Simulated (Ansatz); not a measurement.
The (213) surface of tetragonal indium in its 1x1 cell, outermost plane spacing 1.11 Å in the ideal cut

The numbers are results of PBE (plane waves to 420 eV, PAW; Ansatz, a quantum-chemistry and plane-wave program), not measurements.

Set-up: 10 atoms, 10.0 Å thick at the start (thin: gaps and levels are the slab's own); mesh 11x5x1; 0.1 eV smearing; dipole correction on; all atoms relaxed; start symmetry kept, larger cells not searched; no spin, no spin-orbit, no U.

| Property | Result |
|---|---|
| surface energy (mean of both faces) | 0.35 J/m² |
| surface energy before relaxation | 0.37 J/m² |
| work function of the top face | 3.82 eV |
| energy released by relaxation | 0.066 eV |
| cost | around 8 core-minutes (rough) |
